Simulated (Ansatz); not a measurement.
Start from BeTe in the zinc blende structure (space group F-43m, No. 216).

```
CELL_PARAMETERS angstrom
      0.00000     2.82847     2.82847
      2.82847     0.00000     2.82847
      2.82847     2.82847     0.00000
ATOMIC_POSITIONS crystal
  Te 0.75000 0.75000 0.75000
  Be 0.00000 0.00000 0.00000
```

Levels (all Ansatz, a first-principles code, PAW): r2SCAN (500 eV, spin-orbit coupling left out); HSE06 (420 eV, scalar-relativistic without spin-orbit coupling).

The geometry is relaxed with r2SCAN.

* **r2SCAN lowest conduction level above the VBM at special points**: X 2.38 eV; U 3.10 eV; K 3.10 eV; Γ 4.04 eV

Question: Predict the lowest conduction level above the VBM at special points from HSE06.

Answer: The lowest conduction level above the VBM at special points becomes X 2.69 eV; U 3.45 eV; K 3.45 eV; Γ 4.48 eV (r2SCAN: X 2.38 eV; U 3.10 eV; K 3.10 eV; Γ 4.04 eV).

Single points use the geometry relaxed with r2SCAN. The hybrid gap comes from the SCF mesh plus the semilocal run's edge points and a few special points and is an upper bound. The levels and masses belong to the bands next to the band gap. Whether these cells are dynamically stable was not tested.
